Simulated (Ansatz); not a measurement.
**Hypothetical cubic perovskite RbHgI3, response to strain**

Base system: RbHgI$_{3}$ in the cubic perovskite structure (space group Pm-3m, No. 221; a = 6.052 Å; a hypothetical phase, not in the database extracts checked). Axes: x, y, z lie along the cube axes.

Strains are applied to the cell and any free atomic positions relax; under biaxial strain the out-of-plane vector relaxes too.

Computed with PBE/PAW in Ansatz (an electronic-structure program), no SOC.

Notes on the quantities. pressure: mean of the normal stresses, compression positive.

| change | pressure | space group | volume per atom |
|---|---|---|---|
| base | 0.0 GPa | Pm-3m (No. 221) | 44.34 Å³ |
| biaxial strain +0.48 %, plane normal [001], relaxed out of plane | -0.1 GPa | P4/mmm (No. 123) | ___ |
| biaxial strain +0.39 %, plane normal [110], relaxed out of plane | -0.1 GPa | Cmmm (No. 65) | 44.50 Å³ |
| isotropic strain −4.32 % | 3.4 GPa | Pm-3m (No. 221) | 38.84 Å³ |
| isotropic strain +5.98 % | -1.9 GPa | Pm-3m (No. 221) | 52.78 Å³ |
| uniaxial strain ε_yy = +4.13 % | -0.6 GPa | P4/mmm (No. 123) | 46.17 Å³ |
| tensor shear ε_yz = −2.06 % | 0.0 GPa | Cmmm (No. 65) | 44.32 Å³ |

Some entries are withheld; estimate them.


- biaxial strain +0.48 %, plane normal [001], relaxed out of plane, volume per atom: 44.58 Å³

Without a gap, meshes like the base's 8×8×8 leave anisotropic stresses uncertain by several tenths of a GPa, and small strain energies with them. No phonon test of stability was made. All final runs are without spin polarisation. Many cubic perovskites are stable only at high temperature; tilts and polar distortions were not tested.
